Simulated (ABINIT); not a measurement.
Band structure of CdF2 (Fm-3m, 3 atoms in the cell).

```yaml
crystal:
  lattice:
    - [0.00000, 2.69500, 2.69500]
    - [2.69500, 0.00000, 2.69500]
    - [2.69500, 2.69500, 0.00000]
  atoms:
    - { symbol: Cd, position: [0.00000, 0.00000, 0.00000] }
    - { symbol: F, position: [0.25000, 0.25000, 0.25000] }
    - { symbol: F, position: [0.75000, 0.75000, 0.75000] }
```

Level of theory: PBE, PAW (JTH v2.0 PBE PAW) (plane waves; ABINIT).

Settings: pseudos = [Cd.GGA_PBE-JTH.xml, F.GGA_PBE-JTH.xml]; ecut = 24 Ha; pawecutdg = 48 Ha; pawxcdev = 0; occopt = 3; tsmear = 0.00183747 Ha; ngkpt = 7 7 7; nshiftk = 1; shiftk = 0 0 0; potentials = JTH v2.0 PBE PAW; kptopt = 1; nstep = 80; toldfe1 = 1e-09 Ha.

The starting cell has typed, rounded lattice constants, without a prior relaxation at this level.

Problem. Predict the gap along the standard path and the places of the band edges.

Solution. The gap along the path is 3.07 eV, from W to Γ; the smallest direct gap on it is 3.56 eV.

Levels in eV from the top of the valence band on the SCF mesh, bands 10 to 17:
```json
[
 {"point": "Γ", "10": "-0.92", "11": "-0.43", "12": "-0.43", "13": "-0.43", "14": "3.13", "15": "12.74", "16": "12.74", "17": "12.74"},
 {"point": "X", "10": "-2.90", "11": "-0.46", "12": "-0.03", "13": "-0.03", "14": "8.05", "15": "9.71", "16": "12.00", "17": "14.32"},
 {"point": "W", "10": "-1.47", "11": "-1.47", "12": "-0.55", "13": "0.06", "14": "8.11", "15": "11.56", "16": "11.73", "17": "11.73"},
 {"point": "K", "10": "-2.26", "11": "-0.90", "12": "-0.29", "13": "-0.14", "14": "8.00", "15": "10.79", "16": "11.19", "17": "14.51"},
 {"point": "L", "10": "-1.79", "11": "-1.79", "12": "-0.33", "13": "-0.33", "14": "7.22", "15": "9.20", "16": "14.53", "17": "14.53"},
 {"point": "U", "10": "-2.26", "11": "-0.90", "12": "-0.29", "13": "-0.14", "14": "8.00", "15": "10.79", "16": "11.19", "17": "14.51"}
]
```
